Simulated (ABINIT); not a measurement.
ABINIT run on Ba (Im-3m, 1 atom in the cell): relaxation of cell and atoms.

Computed with PBE, norm-conserving pseudopotentials (PseudoDojo nc-sr-05 PBE standard) (plane waves; ABINIT).

Input:

```
# Ba, PseudoDojo nc-sr-05 PBE standard
pp_dirpath "./"
pseudos "Ba.upf"
acell 4.3439695690 4.3439695690 4.3439695690 Angstrom
rprim
        -0.5773502692    0.5773502692    0.5773502692
         0.5773502692   -0.5773502692    0.5773502692
         0.5773502692    0.5773502692   -0.5773502692
natom 1
ntypat 1
znucl 56
typat 1
xcart
         0.0000000000    0.0000000000    0.0000000000
      Angstrom
ecut 56 Ry
occopt 7
tsmear 0.00367493
nband 10
kptopt 1
ngkpt 8 8 8
nshiftk 1
shiftk 0 0 0
nstep 100
tolvrs 1.0e-11
ionmov 22
ntime 40
tolmxf 5.0e-05
optcell 2
dilatmx 1.08
ecutsm 0.5
prtwf 0
prtden 0
```

Output (repeated stretches shortened):

```
--- !BeginCycle
solver: {iscf: 7, nstep: 100, nline: 4, wfoptalg: 0, }
tolerances: {tolvrs: 1.00E-11, }
...

     iter   Etot(hartree)      deltaE(h)  residm     vres2
 ETOT  1  -27.991995177331    -2.799E+01 4.367E-02 1.083E+00
 ETOT  2  -27.998680379506    -6.685E-03 3.458E-03 9.857E-02
 ETOT  3  -27.998698481370    -1.810E-05 5.170E-04 5.521E-03
 ETOT  4  -27.998700364057    -1.883E-06 5.946E-04 2.504E-04
 ETOT  5  -27.998700599695    -2.356E-07 2.248E-04 7.516E-06
   [... 2 lines left out ...]
 ETOT  8  -27.998700641585    -9.695E-10 1.228E-04 2.061E-09
 ETOT  9  -27.998700641753    -1.686E-10 5.844E-05 1.534E-10
 ETOT 10  -27.998700641783    -2.995E-11 6.276E-05 1.809E-11
 ETOT 11  -27.998700641789    -5.791E-12 3.212E-05 1.659E-12
 At SCF step   11       vres2   =  1.66E-12 < tolvrs=  1.00E-11 =>converged.

 Cartesian components of stress tensor (hartree/bohr^3)
  sigma(1 1)=  1.27996162E-06  sigma(3 2)=  0.00000000E+00
  sigma(2 2)=  1.27996162E-06  sigma(3 1)=  0.00000000E+00
  sigma(3 3)=  1.27996162E-06  sigma(2 1)=  0.00000000E+00

---OUTPUT-----------------------------------------------------------------------

 Cartesian coordinates (xcart) [bohr]
  0.00000000000000E+00  0.00000000000000E+00  0.00000000000000E+00
 Reduced coordinates (xred)
  0.00000000000000E+00  0.00000000000000E+00  0.00000000000000E+00
 Cartesian forces (fcart) [Ha/bohr]; max,rms= 0.00000E+00 0.00000E+00 (free atoms)
 -0.00000000000000E+00 -0.00000000000000E+00 -0.00000000000000E+00
 Gradient of E wrt nuclear positions in reduced coordinates (gred)
   [... lines left out ...]
 At Broyd/MD step   6, gradients are converged :
 Fermi (or HOMO) energy (hartree) =   0.16096   Average Vxc (hartree)=  -0.27791
   [... lines left out ...]
total_energy        : -2.79987017791825E+01
total_energy_eV     : -7.61883421694999E+02
band_energy         : -3.64721759442572E+00
...

-Cartesian components of stress tensor (GPa)         [Pressure=  4.6965E-05 GPa]
- sigma(1 1)= -4.69646497E-05  sigma(3 2)=  0.00000000E+00
- sigma(2 2)= -4.69646497E-05  sigma(3 1)=  0.00000000E+00
- sigma(3 3)= -4.69646497E-05  sigma(2 1)=  0.00000000E+00

 Calculation completed.
```

The run converged. 

Summary of the result:
- Free energy E − TS = -761.88 eV
- Fermi level (on the code's own zero) = 4.38 eV
- Pressure = 0.00 GPa
- Final cell = a = b = c = 4.338 Å, α = β = γ = 109.47°
- Final volume per atom = 62.84 Å³
- Relaxation steps = 6

The starting cell has typed, rounded lattice constants, without a prior relaxation at this level. Its lattice was rescaled by a random factor within 2.5 % of one. The relaxation keeps the symmetry of its start, so its end need not be a minimum.

Cost on one core of a shared machine: roughly 2 min.
